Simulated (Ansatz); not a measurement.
We consider CsCl-type AuZn (cubic form, which distorts at low temperature), described by PBEsol+SOC (Ansatz, an electronic-structure program, plane waves, PAW).

Settings: plane-wave cutoff 520 eV, 18×18×18 k mesh, Fermi–Dirac smearing 0.05 eV, PAW data made under PBE.

Energies at three volumes about the minimum:

```json
[
 {"V (Å³/atom)": "14.925", "E − E_lowest (meV/atom)": "2.85"},
 {"V (Å³/atom)": "15.229", "E − E_lowest (meV/atom)": "0.00"},
 {"V (Å³/atom)": "15.534", "E − E_lowest (meV/atom)": "2.71"}
]
```

### Question
Fit a parabola by hand: where is the minimum, what lattice constant follows, and what is the bulk modulus?

### Answer
Slopes: (0.00 − 2.85)/(15.229 − 14.925) = -9.375 and (2.71 − 0.00)/(15.534 − 15.229) = 8.885 meV/Å³. Curvature E″ = 2 × (8.885 − (-9.375))/(15.534 − 14.925) = 59.967 meV/Å⁶. From the middle of the first interval, the slope vanishes at V0 = 15.0770 − (-9.375)/59.967 = 15.233 Å³/atom. B = V0 E″ = 15.233 × 59.967 meV/Å³ × 0.1602 GPa per meV/Å³ = 146 GPa. With 2 atoms in the cube, a = (2 × 15.233)^(1/3) = 3.123 Å. The full Birch–Murnaghan fit to all volumes gives V0 = 15.226 Å³/atom and B0 = 146 GPa.

Measured, for comparison: bulk modulus 131 GPa (temperature not stated, not corrected to a static lattice; as tabulated in Nepal et al. (2020), arXiv:2007.11150). Computed less measured: bulk modulus +11 %.

Note: symmetry holds this phase in the static calculation, where it need not be a minimum.
